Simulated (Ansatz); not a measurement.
TiRu: 4 layers

The parent structure is TiRu in the CsCl type structure (space group Pm-3m, No. 221; a = 3.0459 Å). Axes: x, y, z lie along the cube axes.

Perturbation: a free-standing slab of 4 layers (8 atoms, 2 a layer) is cut normal to [110], with 15 Å of vacuum and the in-plane cell held at bulk.

The values are results of DFT with PBEsol, PAW potentials and a 420 eV plane-wave cutoff in Ansatz (a first-principles code), no spin-orbit coupling, not measurements. Γ-centred 15×11×1 mesh, Fermi–Dirac width 0.05 eV, for the changed cell.

```csv
quantity,base,changed,shift
layer's space group (with vacuum),–,Pmma (No. 51),–
shortest interatomic distance,2.638 Å,2.510 Å,-0.1274 Å
band gap,zero,zero,–
excess energy per area of both faces (slab less bulk energy over the cell's area: twice a surface energy) (uncertain by up to 0.10 J/m²),–,5.7 J/m²,–
thickness between the outermost nuclei,–,6.46 Å,–
change of the spacing d12 from its bulk value of 2.154 Å,–,-3.7 %,–
change of the spacing d23 from its bulk value of 2.154 Å,–,+1.2 %,–
```

The excess energy carries the mismatch between the slab's and the bulk's meshes. Whether these cells are dynamically stable was not tested. The final runs are not spin-polarised.
